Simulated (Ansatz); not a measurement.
Worked example: zone-centre phonon calculation of Hg (P1, 3 atoms in the cell) in Ansatz (a program for electronic structure).

Method: LDA (PW92), PAW files made with PBE (plane waves; Ansatz).

```xyz
3
Lattice="5.4667 0.0000 0.0000 -2.7334 4.7343 0.0000 0.0000 0.0000 3.1852" Properties=species:S:1:pos:R:3 pbc="T T T"
Hg    -0.1446     3.1197     1.5381
Hg     2.7757     1.6128     1.5845
Hg     0.1022     0.0018     0.0626
```

Reference input (self-consistent single point, DFT, LDA (PW92), plane waves, PAW files made with PBE): kpoints.mp_grid.grid = 5 5 7; hamiltonian.xc = lda; hamiltonian.pseudopotentials = {kind: paw} (the program's default PAW files); scf.occupations.method = fermi_dirac; scf.occupations.width = 0.0073 Ry. This run's input differs from it in these lines:

```diff
@@ -21,6 +21,4 @@
     width: 0.0073 Ry
-output:
-  forces: true
-  eigenvalues: true
-  stress: true
+phonons:
+  method: dfpt
```

The program printed (abridged):

```
SCF iter   1: F=—  HF=-40571.920584 eV  |F-HF|=—  |Δ(HF+E_count)|=         —  Δρ=1.90e-2  dr2=4.37e-1  ethr=3.10e-3  ⟨swp⟩=6.0  Hψ=11266  notcnv=0  defer=6
all-band conjugate gradients solve this SCF's bands
preconditioner: auto → Kerker (q_TF=auto, 2.588 Å⁻¹)
SCF iter   2: F=—  HF=-40571.820978 eV  |F-HF|=—  |Δ(HF+E_count)|=   9.96e-2  Δρ=9.97e-3  dr2=1.26e-1  ethr=7.28e-4  ⟨swp⟩=2.0  Hψ=4127  notcnv=0  defer=34
   [... lines left out ...]
SCF iter   9: F=—  HF=-40571.779243 eV  |F-HF|=—  |Δ(HF+E_count)|=   4.61e-9  Δρ=1.41e-6  dr2=2.07e-9  ethr=5.54e-11  ⟨swp⟩=2.0  Hψ=4965  notcnv=0  defer=41
SCF iter  10: F=—  HF=-40571.779243 eV  |F-HF|=—  |Δ(HF+E_count)|=  6.55e-11  Δρ=3.79e-7  dr2=1.88e-10  ethr=3.44e-12  ⟨swp⟩=2.1  Hψ=4766  notcnv=0  defer=41
SCF iter  11: F=—  HF=-40571.779243 eV  |F-HF|=—  |Δ(HF+E_count)|=  4.37e-11  Δρ=1.38e-7  dr2=2.09e-11  ethr=1.00e-12  ⟨swp⟩=1.0  Hψ=3124  notcnv=0  defer=41
SCF iter  12: F=-40571.779243 eV  HF=-40571.779243 eV  |F-HF|=0.00e0  |Δ(HF+E_count)|=    0.00e0  Δρ=4.29e-8  dr2=1.96e-12  ethr=1.00e-12  ⟨swp⟩=7.9  Hψ=14391  notcnv=0
SCF 1 converged in 12 iterations: F = -40571.779243 eV  dr2 = 1.96e-12
DFPT response loops at Γ: preconditioner auto → Kerker (q_TF=auto, 2.588 Å⁻¹) (partly filled bands, converged f_vac=0.003) …
phonon interpolation: 2 periodic images of 2 blocks of the force constants (a block to an ordered pair of atoms and a translation) lie up to 2.17e-3 Å farther …
Free energy (F): -40571.779243 eV
Internal energy: -40571.764160 eV  (E = F + TS)
E sigma→0 (E₀):  -40571.771701 eV
Entropy (-TS):   -0.015083 eV (-5.028 meV/atom)
Fermi energy:    11.444128 eV
   [... lines left out ...]
  ASR residual: 6.988e-5 → 0.000e0 eV/Å²; symmetrization residual: 1.668e-5 eV/Å²
  ASR residual per site (eV/Å²): 6.00e-5 6.99e-5 3.25e-5
  Γ frequencies (cm⁻¹): -14.39 0.00 0.00 0.00 7.44 14.87 23.77 36.90 68.58
  non-analytic LO–TO correction: not included (Born effective charges unavailable; polar crystals: no LO–TO splitting at Γ)
```

The run converged in 12 iterations. 

Summary of the result:
```
Quantity                                                                           Result
--------------------------------------------------------  -------------------------------
Free energy E − TS (on the zero of these files)                            -40571.7792 eV
Fermi level (on the code's own zero)                                             11.44 eV
Zone-centre frequencies (cm⁻¹; negative means imaginary)  -14, 0, 0, 0, 7, 15, 24, 37, 69
```

The starting cell comes from a database of computed structures (which also holds hypothetical and non-ambient phases and stackings), without a prior relaxation at this level. Its atoms were displaced at random from the sites of space group no. 191.

Cost on one core of a shared machine: roughly 3 min.

Keys are those of Ansatz 0.2.
